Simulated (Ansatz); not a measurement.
Base system: BP in the zinc blende structure (space group F-43m, No. 216; a = 4.5366 Å). Axes: x, y, z lie along the cube axes.

All numbers come from r2SCAN, PAW, 500 eV (Ansatz, an electronic-structure program; no SOC).

For the base:

Band gap: 1.41 eV

Now apply this change: tensor shear ε_xy = +0.57 % (engineering shear γ = 0.0114); the atoms relax in the strained cell.

Task: How does this affect the stress?

Result: The stress (xx, yy, zz, yz, xz, xy; compression positive) amounts to (0.02, 0.02, -0.01, 0.00, 0.00, -2.25) GPa.

Task: What does the calculation give for the band gap after the change?

Result: The band gap shrinks by 0.06 eV, from 1.41 eV to 1.35 eV.

Task: What does the calculation give for the energy relative to the base after the change?

Result: The energy goes up by 0.9 meV/atom.

Whether these cells are dynamically stable was not tested.
